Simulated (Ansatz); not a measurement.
Data:

```yaml
crystal:
  lattice:
    - [5.10076, 0.00000, 0.00000]
    - [-2.55038, 4.41739, 0.00000]
    - [0.00000, 0.00000, 4.09909]
  atoms:
    - { symbol: Ta, position: [0.66667, 0.33333, 0.75000] }
    - { symbol: Ta, position: [0.33333, 0.66667, 0.25000] }
    - { symbol: Co, position: [0.15796, 0.31592, 0.75000] }
    - { symbol: Co, position: [0.84204, 0.68408, 0.25000] }
    - { symbol: Co, position: [0.84204, 0.15796, 0.25000] }
    - { symbol: Co, position: [0.15796, 0.84204, 0.75000] }
    - { symbol: Co, position: [0.68408, 0.84204, 0.75000] }
    - { symbol: Co, position: [0.31592, 0.15796, 0.25000] }
```

These are PBEsol, DFPT electron-phonon coupling, linearised Boltzmann equation (plane waves, PAW, scalar-relativistic; Ansatz, a first-principles code) values and carry that method's errors. Geometry: relaxed with this functional, without spin-orbit coupling.

**Question.** Predict the intrinsic resistivity at 300 K.

**Answer.** 13.4 (x), 13.4 (y), 9.4 (z) μΩ·cm.

**Question.** How long is the mean free path there?

**Answer.** 9.7 (x), 9.7 (y), 8.5 (z) nm, weighted by the current that each state carries. Wires not much wider than this gain resistivity from their walls.

A metal at this level (no band gap). Only scattering by harmonic phonons is included (no impurities, grain boundaries, electron-electron scattering or thermal expansion). Spin-orbit coupling is left out, which matters with elements this heavy. Halving the electron mesh (20x20x20) moves the resistivity by up to 6 % at 300 K, the mean free path by up to 9 %. Smearing 0.20 eV; phonons on a 3x3x4 q mesh, which this run doesn't test.

Computed structure with no diffraction record at hand here (it may be known, metastable or hypothetical): TaCo3 (P6_3/mmc). Treated as nonmagnetic (a ferromagnetic start lost its moment, other orders weren't tried): TaCo3 (P6_3/mmc).
